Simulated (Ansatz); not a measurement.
A user runs Ansatz (an electronic-structure program) on YB (Pnma, 8 atoms in the cell) and asks whether the run is sound. The aim is a self-consistent single point with DFT, PBE, plane waves, default PAW files.

Cell that was meant: a = 7.3301 Å, b = 3.9300 Å, c = 5.4064 Å, α = 90.00°, β = 90.00°, γ = 90.00°.

Part of the input:

Ansatz 0.2 input:
```yaml
    - [0.00000000, 3.93000300, 0.00000000]
    - [0.00000000, 0.00000000, 5.40641700]
  atoms:
    - { symbol: Y, position: [1.31942700, 0.98250100, 0.67580200] }
    - { symbol: Y, position: [2.34564700, 2.94750200, 3.37901100] }
    - { symbol: Y, position: [6.01072100, 2.94750200, 4.73061500] }
    - { symbol: Y, position: [4.98450100, 0.98250100, 2.02740600] }
    - { symbol: B, position: [0.26388500, 0.98250100, 3.29791400] }
    - { symbol: B, position: [3.40118900, 2.94750200, 0.59470600] }
    - { symbol: B, position: [7.06626300, 2.94750200, 2.10850300] }
    - { symbol: B, position: [3.92895900, 0.98250100, 4.81171100] }
kpoints:
  mp_grid: { grid: [4, 7, 5] }
hamiltonian:
```

Output (repeated stretches shortened):

```
WARN basis.ecutwfc = 420 eV, the default
WARN ansatz: RAYON_NUM_THREADS=1 ignored (pool sized by the plan → 1); use --threads N
   [... lines left out ...]
Bands: 36, of which v1, the nominal top of the filled ones, is band 28 counted from 1 (27 counted from 0)
Symmetry: 2 space group operations
Space group: P-1 (ITA 2), of the structure as read, at distance tolerance 5.4e-5 Å
k-points: 71 of 140
Initial density: superposition of atomic densities (neutral atoms: chi_scale 0, normalization atom), corrected by the library's trained network
Initial wavefunctions: pseudopotential atomic-orbital guess
Eigensolver: davidson
Functional: x = pbe(κ = 0.804, μ = 0.2195149727645171), c = pbe(β = 0.06672455060314922)
SCF iter   1: F=—  HF=-35011.548677 eV  |F-HF|=—  |Δ(HF+E_count)|=         —  Δρ=4.22e0  dr2=2.55e4  ethr=1.77e-3  ⟨swp⟩=35.2  Hψ=52839  notcnv=0  defer=141
all-band conjugate gradients solve this SCF's bands
preconditioner: auto → Resta (q_TF=auto, 2.301 Å⁻¹)
   [... lines left out ...]
SCF iter  13: F=—  HF=-15409.583428 eV  |F-HF|=—  |Δ(HF+E_count)|=   3.37e-6  S|Δr|=    0.00e0  Δρ=2.56e-5  dr2=2.31e-6  ethr=5.97e-9  ⟨swp⟩=3.4  Hψ=5654  notcnv=0  defer=73
SCF iter  14: F=—  HF=-15409.583428 eV  |F-HF|=—  |Δ(HF+E_count)|=   2.30e-7  S|Δr|=    0.00e0  Δρ=1.05e-5  dr2=4.11e-7  ethr=4.12e-9  ⟨swp⟩=3.2  Hψ=5205  notcnv=0  defer=74
SCF iter  15: F=-15409.583428 eV  HF=-15409.583428 eV  |F-HF|=3.82e-9  |Δ(HF+E_count)|=   3.34e-8  S|Δr|=    0.00e0  Δρ=3.20e-6  dr2=1.80e-8  ethr=1.79e-10  ⟨swp⟩=20.7  Hψ=19978  notcnv=0
SCF 1 converged in 15 iterations: F = -15409.583428 eV  dr2 = 1.80e-8
Stability not checked (fill_not_monotonic)
Free energy (F): -15409.583428 eV
Internal energy: -15409.629216 eV  (E = F + TS)
E sigma→0 (E₀):  -15409.598691 eV
Entropy (-TS):   0.045788 eV (5.724 meV/atom)
Fermi energy:    7.301504 eV
--- Forces (eV/Å), atoms counted from 1 ---
  atom   1  Y   -453.96109772   108.66571161   389.24827759
  atom   2  Y    459.38166735  -117.70017916   209.35858749
  atom   3  Y    453.96109772  -108.66571161  -389.24827759
   [... lines left out ...]
  atom   8  B   -462.76938021    99.58487096   279.23104867
--- Stress (GPa, compression-positive) ---
     1149.673187    -260.263764      -0.284289
     -260.263753      57.902140      19.238641
       -0.284261      19.238637     904.912761
  P = ⅓ Tr σ = 704.1627 GPa (7041.627 kbar)
  The stress holds the Pulay correction. Without it, at fixed plane waves, as pw.x and ABINIT print it: P = 703.2098 GPa
```

Problem. Is anything amiss in this input, and did it matter?

Solution. The run is not sound. The fault is fractional and Cartesian coordinates mixed up. The same three numbers mean different points as fractional and as Cartesian coordinates. To fix it, make label and numbers agree, by changing either. The run converged in 15 iterations without an error; against the sound input the free energy rises by 76.1 eV/atom, the pressure goes from -12.18 to 704.2 GPa and the largest force goes from 0.677 to 607.8 eV/Å.

An input that runs soundly differs in these lines (not the only fix; some lines may just follow from the change or write a value another way):
```diff
-    - { symbol: Y, position: [1.31942700, 0.98250100, 0.67580200] }
-    - { symbol: Y, position: [2.34564700, 2.94750200, 3.37901100] }
-    - { symbol: Y, position: [6.01072100, 2.94750200, 4.73061500] }
-    - { symbol: Y, position: [4.98450100, 0.98250100, 2.02740600] }
-    - { symbol: B, position: [0.26388500, 0.98250100, 3.29791400] }
-    - { symbol: B, position: [3.40118900, 2.94750200, 0.59470600] }
-    - { symbol: B, position: [7.06626300, 2.94750200, 2.10850300] }
-    - { symbol: B, position: [3.92895900, 0.98250100, 4.81171100] }
+    - { symbol: Y, position: [0.18000000, 0.25000000, 0.12500000] }
+    - { symbol: Y, position: [0.32000000, 0.75000000, 0.62500000] }
+    - { symbol: Y, position: [0.82000000, 0.75000000, 0.87500000] }
+    - { symbol: Y, position: [0.68000000, 0.25000000, 0.37500000] }
+    - { symbol: B, position: [0.03600000, 0.25000000, 0.61000000] }
+    - { symbol: B, position: [0.46400000, 0.75000000, 0.11000000] }
+    - { symbol: B, position: [0.96400000, 0.75000000, 0.39000000] }
+    - { symbol: B, position: [0.53600000, 0.25000000, 0.89000000] }
```

With that input, the run converged in 6 iterations: free energy E − TS (on the zero of these files) -16018.1808 eV; Fermi level (on the code's own zero) 9.25 eV; pressure -12.18 GPa; largest force (vector length) 0.677 eV/Å (DFT, PBE, plane waves, default PAW files).

On the sound input: the starting cell was generated: these elements placed on a structure prototype, without a prior relaxation; it need not be a known phase or ordering of this composition. With a pressure of about -12 GPa the cell is away from its equilibrium volume at this level. Ansatz's pressure includes its estimate of the finite-basis (Pulay) stress.
